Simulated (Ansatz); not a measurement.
A relaxation of the atoms of Al3Ni2 (P3m1, 5 atoms in the cell) with Ansatz (an electronic-structure program).

Method of the run: LDA (PW92), default PAW files made with PBE (plane waves; Ansatz).

The change in words: one atom moved by 0.15 angstrom; relax: default → atoms; relax.f_tol: default → 0.02 eV/Å. Reference geometry:
```yaml
crystal:
  lattice:
    - [4.00618, 0.00000, 0.00000]
    - [-2.00309, 3.46946, 0.00000]
    - [0.00000, 0.00000, 4.89550]
  atoms:
    - { symbol: Al, position: [0.00000, 0.00000, 0.00000] }
    - { symbol: Al, position: [0.33333, 0.66667, 0.64808] }
    - { symbol: Al, position: [0.66667, 0.33333, 0.35192] }
    - { symbol: Ni, position: [0.33333, 0.66667, 0.14657] }
    - { symbol: Ni, position: [0.66667, 0.33333, 0.85343] }
```

Reference input (self-consistent single point, DFT, LDA (PW92), plane waves, default PAW files made with PBE): basis.ecutwfc = 420 eV; kpoints.mp_grid.grid = 10 10 7; hamiltonian.xc = lda; hamiltonian.pseudopotentials = {kind: paw} (the program's default PAW files); scf.occupations.method = fermi_dirac; scf.occupations.width = 0.1 eV. This run's input differs from it in these lines:

```diff
@@ -7,3 +7,3 @@
   atoms:
-    - { symbol: Al, position_ang: [0.000000, 0.000000, 0.000000] }
+    - { symbol: Al, position_ang: [0.000000, 0.000000, 0.149998] }
     - { symbol: Al, position_ang: [-0.000002, 2.312972, 3.172678] }
@@ -25,2 +25,4 @@
     width: 0.1
+relax:
+  f_tol: 0.02
 output:
```

Output (repeated stretches shortened):

```
   [... SCF lines of the steps left out ...]
relax step   1: F+E_penalty+E_count = -13088.62204031 eV  Δ(F+E_penalty+E_count) = +0.000e0 eV  max|allowed force component| = 6.089e-1 eV/Å  Δτ_max = 0.0000 Å  (6 SCF iters, dr2 threshold 1.00e-5 eV, accepted)
relax step   2: F+E_penalty+E_count = -13088.65163147 eV  Δ(F+E_penalty+E_count) = -2.959e-2 eV  max|allowed force component| = 3.663e-1 eV/Å  Δτ_max = 0.0475 Å  (6 SCF iters, dr2 threshold 2.32e-5 eV, accepted)
relax step   3: F+E_penalty+E_count = -13088.66539411 eV  Δ(F+E_penalty+E_count) = -1.376e-2 eV  max|allowed force component| = 1.688e-1 eV/Å  Δτ_max = 0.0718 Å  (6 SCF iters, dr2 threshold 8.39e-6 eV, accepted)
relax step   4: F+E_penalty+E_count = -13088.66854915 eV  Δ(F+E_penalty+E_count) = -3.155e-3 eV  max|allowed force component| = 3.271e-2 eV/Å  Δτ_max = 0.0181 Å  (6 SCF iters, dr2 threshold 6.05e-6 eV, accepted)
relax step   5: F+E_penalty+E_count = -13088.66864699 eV  Δ(F+E_penalty+E_count) = -9.784e-5 eV  max|allowed force component| = 4.125e-4 eV/Å  Δτ_max = 0.0029 Å  (6 SCF iters, accepted)
the relaxation is at rest under the 6 symmetry operations that the run kept from its start: a minimum is not shown …
Free energy (F): -13088.668647 eV
Internal energy: -13088.626325 eV  (E = F + TS)
E sigma→0 (E₀):  -13088.647486 eV
Entropy (-TS):   -0.042322 eV (-8.464 meV/atom)
Fermi energy:    10.970140 eV
--- Forces (eV/Å), atoms counted from 1 ---
  atom   1  Al    -0.00000000     0.00000000     0.00011699
  atom   2  Al     0.00000000    -0.00000000     0.00041260
  atom   3  Al    -0.00000000     0.00000000    -0.00040409
  atom   4  Ni    -0.00000000     0.00000000     0.00016811
  atom   5  Ni     0.00000000    -0.00000000    -0.00029333
--- Stress (GPa, compression-positive) ---
   [... lines left out ...]
    - { symbol: Al, position: [0.33333333333333337, 0.6666666666666667, 0.6551909283104633] }
    - { symbol: Al, position: [0.6666666666666665, 0.33333333333333337, 0.3570661719574356] }
    - { symbol: Ni, position: [0.33333333333333337, 0.6666666666666667, 0.15161764529372054] }
    - { symbol: Ni, position: [0.6666666666666665, 0.33333333333333337, 0.8606420502469865] }
```

The run converged.  The full log also holds: “iter 5 did not close the SCF: its close was put off for the readings that it lacked (scf_convergence_deferred on its scf_iter line)”. The full log also holds: “iter 5 did not close the SCF: its close was put off for the readings that it lacked (scf_convergence_deferred on its scf_iter line)”.

Summary of the result:
```
Item                                                     Result
-----------------------------------------------  --------------
Free energy E − TS (on the zero of these files)  -13088.6686 eV
Fermi level (on the code's own zero)                   10.97 eV
Pressure                                              -5.41 GPa
Relaxation steps                                              5
```

The starting cell comes from a database of computed structures (which also holds hypothetical and non-ambient phases and stackings), without a prior relaxation at this level. Its lattice was rescaled by up to half a per cent. For this run, on top of that: one atom moved by 0.15 angstrom. Spin polarisation is off. The relaxation keeps the symmetry of its start, so its end need not be a minimum. Ansatz's pressure includes its estimate of the finite-basis (Pulay) stress.

Cost on one core of a shared machine: roughly 40 s.

Keys are those of Ansatz 0.2.
